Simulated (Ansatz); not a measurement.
Ni(OH)$_{2}$ (space group P-3m1, No. 164; ferromagnetic; a cell from a computed database, its experimental status unchecked; layered)

```
CELL_PARAMETERS angstrom
      3.11975     0.00000     0.00000
     -1.55987     2.70178     0.00000
      0.00000     0.00000     4.38256
ATOMIC_POSITIONS crystal
  Ni 0.00000 0.00000 0.00000
  H  0.33333 0.66667 0.55187
  H  0.66667 0.33333 0.44813
  O  0.33333 0.66667 0.77544
  O  0.66667 0.33333 0.22456
```

Calculations: PBEsol, PAW, 420 eV (Ansatz, a program for electronic structure; scalar-relativistic without spin-orbit coupling), earlier PAW set. Settings: 12×12×8 k-points, 0.05 eV Fermi–Dirac smearing.

- Volume per atom = 7.39 Å³
- Density = 4.17 g/cm³
- Band gap = 0.95 eV, indirect, A → k = (0, 1/3, -1/4) in the run's primitive reciprocal basis
- Magnetic state = ferromagnetic
- Total energy = -1391.420 eV/atom (σ→0; compares only within this code and set-up)

Stability against distortions was not tested. No Hubbard U is applied and the magnetic state is the run's own (Ni(OH)2 ferromagnetic); other magnetic orders, which need larger cells, were not tried and can change the gap. Where the two band edges lie in opposite spin channels, the gap is a spin-flip gap. No dispersion term is included in the PBEsol runs.
